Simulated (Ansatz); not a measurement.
We consider cubic perovskite CsPbCl3 (cubic high-temperature phase), described by rVV10 (Ansatz, a program for electronic structure, PAW).

Settings: plane-wave cutoff 520 eV, 6×6×6 k mesh, Fermi–Dirac smearing 0.01 eV, scalar-relativistic PAW data made under PBE.

Pressure at four volumes; x = ln(V/36.501 Å³). One pressure is withheld.

```
V (Å³/atom)        x  P (GPa)
-----------  -------  -------
34.311       -0.0619        ?
35.041       -0.0408    1.154
36.501        0.0000    0.000
38.691        0.0583   -1.305
```

**Question.** Pass a parabola P(x) through the three rows shown, estimate the bulk modulus and its pressure derivative near zero pressure, and predict the withheld pressure.

**Answer.** Slopes between the rows: (0.000 − (1.154))/(0.0000 − (-0.0408)) = -28.28 and (-1.305 − (0.000))/(0.0583 − (0.0000)) = -22.38 GPa. Their difference over the span 0.0991 is c = 5.90/0.0991 = 59.5 GPa, so P(x) = 1.154 + (-28.28)(x − (-0.0408)) + 59.5 (x − (-0.0408))(x − (0.0000)). At the middle row B = −dP/dx = −[-28.28 + 59.5 × 0.0408] = 25.9 GPa, and B′ = dB/dP = 2c/B = 4.6. At x = -0.0619 the parabola gives 1.828 GPa; the run gives 1.838 GPa. The Birch–Murnaghan fit to the energies at all volumes has B0 = 25.7 GPa and B′ = 4.7.

Note: the relaxation could not lower the start's symmetry, so the cell can be a saddle point above a distorted one.

Spin–orbit coupling is not included; it can shift volumes and moduli of such heavy elements.
